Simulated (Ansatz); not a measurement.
The starting structures come from a database of crystals and need not be the phases stable at ambient conditions.

By PBEsol, the system below comes out a metal.

The ballistic (Sharvin) conductance counts the channels at the Fermi level: G/A = (e²/h) × channels of both spins per area.

```
Te
1.0
    3.13294     0.00000     0.00000
    0.00000     4.61272     0.00000
    0.00000     0.00000     8.65305
Te
4
Direct
  0.50000   0.50000   0.76000
  0.50000   0.50000   0.26000
  0.50000   0.99999   0.01000
  0.50000   0.00001   0.51000
```

Space group of this cell: Cmmm. The cell was relaxed by PBE-D3(BJ).

The current flows along the normal of the first two printed cell vectors. No spin-orbit coupling; the value is a mean over 0.1 eV about the Fermi level.

Problem. Predict the ballistic conductance per area from PBEsol (Ansatz, a quantum-chemistry and plane-wave program).

Solution. 1.1 × 10¹⁵ S/m² for both spins.
